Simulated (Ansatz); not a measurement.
The starting structures come from a database of crystals and need not be the phases stable at ambient conditions.

The decay constant κ of evanescent states in the gap governs leakage through a thin film.

Consider the following.

```yaml
crystal:
  lattice:
    - [4.89631, 0.00000, 0.00000]
    - [-2.44815, 4.24033, 0.00000]
    - [2.44816, 1.41344, 8.60817]
  atoms:
    - { symbol: Rb, position: [0.00000, 0.00000, 0.00000] }
    - { symbol: Tl, position: [0.00000, 0.50000, 0.50000] }
    - { symbol: S, position: [0.51710, 0.75855, 0.72435] }
    - { symbol: S, position: [0.48290, 0.24145, 0.27565] }
    - { symbol: O, position: [0.40514, 0.70257, 0.89229] }
    - { symbol: O, position: [0.59486, 0.29743, 0.10771] }
    - { symbol: O, position: [0.15986, 0.22646, 0.33459] }
    - { symbol: O, position: [0.43895, 0.93340, 0.33459] }
    - { symbol: O, position: [0.73201, 0.50555, 0.33459] }
    - { symbol: O, position: [0.26799, 0.77354, 0.66541] }
    - { symbol: O, position: [0.84014, 0.06660, 0.66541] }
    - { symbol: O, position: [0.56105, 0.49445, 0.66541] }
```

Space group of this cell: R32. The cell is taken as given; by r2SCAN its mean pressure is 1.0 GPa.

Transport runs along the normal of the first two printed cell vectors, the (001) plane of the conventional cell.

The gap is the functional's own, uncorrected, and κ follows it; spin-orbit coupling is left out. Mid-gap values are interpolated between the computed energies.

Question: State the band gap and the smallest decay constant κ at mid-gap according to r2SCAN (Ansatz, a quantum-chemistry and plane-wave program).

Answer: Gap 2.75 eV on a 8×8×8 mesh; κ = 0.441 1/Å, at the zone centre.
